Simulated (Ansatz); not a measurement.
What biaxial strain −4.54 %, plane normal [001], relaxed out of plane does to WSi2

Consider WSi₂ (space group I4/mmm, No. 139; a = 3.212 Å, c = 7.807 Å; relaxed with 0.1 eV smearing). Axes: x, y, z lie along a, b, c of the conventional cell.

Perturbation: compressive biaxial strain of 4.54 % in the plane normal to [001], as in epitaxy on a mismatched substrate; the out-of-plane cell vector and the atoms relax.

The values are results of r2SCAN/PAW in Ansatz (a first-principles code), without spin-orbit coupling, earlier PAW set, not measurements. Γ-centred 25×25×25 mesh, Fermi–Dirac width 0.1 eV.

Volume per atom: 12.48 Å³ (base 13.42 Å³)
Energy relative to the base (free energy F): +101 meV/atom
Pressure (mean of the normal stresses, compression positive): 19.0 GPa (base 0.0 GPa)
Band gap: zero (base zero)
Out-of-plane strain: +1.99 %
Ratio −ε⊥/ε∥: 0.44
Mean in-plane stress (compression positive): +28.5 GPa

Whether these cells are dynamically stable was not tested. All final runs are without spin polarisation.
